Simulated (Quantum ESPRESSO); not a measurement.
**What a tighter setting buys: ecutwfc, In3Sb (Pm-3m, 4 atoms in the cell)**

```yaml
crystal:
  lattice:
    - [4.83696, 0.00000, 0.00000]
    - [0.00000, 4.83696, 0.00000]
    - [0.00000, 0.00000, 4.83696]
  atoms:
    - { symbol: In, position: [0.50000, 0.50000, 0.00000] }
    - { symbol: In, position: [0.00000, 0.50000, 0.50000] }
    - { symbol: In, position: [0.50000, 0.00000, 0.50000] }
    - { symbol: Sb, position: [0.00000, 0.00000, 0.00000] }
```

Level of theory: PBEsol, GBRV 1.5 ultrasoft (PBESOL) pseudopotentials (plane waves; Quantum ESPRESSO 7.5).

Base settings: ecutwfc = 40 Ry; ecutrho = 200 Ry; occupations = smearing; smearing = cold; degauss = 0.0073499 Ry; potentials = {In: in_pbesol_v1.4.uspp.F.UPF, Sb: sb_pbesol_v1.4.uspp.F.UPF}; K_POINTS = automatic 6 6 6 0 0 0; conv_thr = 1e-09 Ry; mixing_beta = 0.5.

Misses are taken against the tightest run, 80 Ry (ecutrho: 200 Ry → 400 Ry), which need not be fully converged itself. The energy is the free energy per atom.

The count of work is k-points × plane waves × bands × iterations; it is no time, and leaves out set-up, grids and terms that scale otherwise. Core times come from one kind of shared machine and are given to one figure; runs under 30 s give none.

The starting cell comes from a database of computed structures (which also holds hypothetical and non-ambient phases and stackings), without a prior relaxation at this level. In the base run, with a pressure of about -3 GPa the cell is away from its equilibrium volume at this level. The run gives no clean gap (levels at the Fermi energy touch, overlap or are partly filled at this smearing), which alone does not show that the compound is a metal.

```tsv
ecutwfc	energy less reference (meV/atom)	pressure less reference (GPa)	count of work / reference	core time / reference (rough)
16 Ry (ecutrho: 200 Ry → 80 Ry)	50031.80	-978.27	0.090	–
20 Ry (ecutrho: 200 Ry → 100 Ry)	13522.99	-347.68	0.13	–
24 Ry (ecutrho: 200 Ry → 120 Ry)	3212.44	-110.17	0.17	–
28 Ry (ecutrho: 200 Ry → 140 Ry)	651.88	-27.68	0.21	–
32 Ry (ecutrho: 200 Ry → 160 Ry)	173.08	-3.88	0.25	0.3
36 Ry (ecutrho: 200 Ry → 180 Ry)	126.23	0.01	0.30	–
40 Ry	112.58	-0.47	0.35	0.3
46 Ry (ecutrho: 200 Ry → 230 Ry)	80.73	-0.32	0.44	0.3
52 Ry (ecutrho: 200 Ry → 260 Ry)	71.74	0.29	0.53	0.5
60 Ry (ecutrho: 200 Ry → 300 Ry)	64.31	-0.27	0.65	0.6
70 Ry (ecutrho: 200 Ry → 350 Ry)	25.52	-0.74	0.81	0.8
80 Ry (ecutrho: 200 Ry → 400 Ry)	0.00	0.00	1.0	1
```

The last two settings still differ by 26 meV/atom, so the table cannot show that the reference is converged.

The step from 40 Ry to 70 Ry (ecutrho: 200 Ry → 350 Ry): it takes the miss in the energy from 110 to 26 meV/atom, for 2.3 times the count of work and roughly 3 times the time.
